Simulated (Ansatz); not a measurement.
Tunnelling through a barrier is set by its complex band structure: the current falls as exp(−2κd) with the smallest κ.

```xyz
2
Lattice="3.8505 0.0000 0.0000 -1.9252 3.3346 0.0000 1.9252 1.1115 3.1439" Properties=species:S:1:pos:R:3 pbc="T T T"
Li     0.0000     0.0000     0.0000
Br     0.0000     2.2231     1.5719
```

Space group of this cell: Fm-3m, rock salt. The cell is taken as given; by PBEsol its mean pressure is -0.5 GPa.

Transport runs along the normal of the first two printed cell vectors, the (111) plane of the conventional cell.

The gap is the functional's own. No spin-orbit coupling. Mid-gap values are interpolated on the energy grid.

Predict the band gap and the smallest decay constant κ at mid-gap from Ansatz (a first-principles code) with PBEsol.

Gap 4.89 eV on a 12×12×12 mesh; κ = 0.307 1/Å, at the zone centre.
